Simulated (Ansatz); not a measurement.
# SiO2: response to strain

Start from SiO$_{2}$ in the rutile structure (space group P4_2/mnm, No. 136; a = 4.1549 Å, c = 2.6615 Å). Axes: x, y, z lie along a, b, c of the conventional cell.

Strains are applied to the cell and any free atomic positions relax; under biaxial strain the out-of-plane vector relaxes too.

The values are results of LDA (Ansatz, an electronic-structure program), no SOC, not measurements.

Notes on the quantities. pressure: mean of the normal stresses, compression positive.

| change | volume per atom | electron mass | band gap | pressure |
|---|---|---|---|---|
| base | 7.66 Å³ | 0.40 mₑ along c, 0.52 mₑ across (at Γ) | 5.81 eV | -0.01 GPa |
| biaxial strain +0.60 %, plane normal [001], relaxed out of plane | 7.73 Å³ | 0.40 mₑ out of plane, 0.51 mₑ in plane (at Γ) | 5.70 eV | ? |
| biaxial strain +1.20 %, plane normal [001], relaxed out of plane | ? | ? | 5.60 eV | -4.23 GPa |
| biaxial strain +1.80 %, plane normal [001], relaxed out of plane | 7.87 Å³ | 0.40 mₑ out of plane, 0.49 mₑ in plane (at Γ) | 5.51 eV | -6.08 GPa |
| biaxial strain +2.40 %, plane normal [001], relaxed out of plane | 7.94 Å³ | 0.40 mₑ out of plane, 0.48 mₑ in plane (at Γ) | 5.41 eV | -7.75 GPa |
| biaxial strain +3.00 %, plane normal [001], relaxed out of plane | ? | 0.40 mₑ out of plane, 0.47 mₑ in plane (at Γ) | 5.33 eV | -9.26 GPa |

Question: Complete the table.

Answer: 
- biaxial strain +0.60 %, plane normal [001], relaxed out of plane, pressure: -2.20 GPa
- biaxial strain +1.20 %, plane normal [001], relaxed out of plane, volume per atom: 7.80 Å³
- biaxial strain +1.20 %, plane normal [001], relaxed out of plane, electron mass: 0.40 mₑ out of plane, 0.50 mₑ in plane (at Γ)
- biaxial strain +3.00 %, plane normal [001], relaxed out of plane, volume per atom: 8.01 Å³

Effective masses come from finite differences of ±0.01 Å⁻¹. Semilocal Kohn–Sham gaps tend to fall short of experiment. Stability against distortions was not tested.
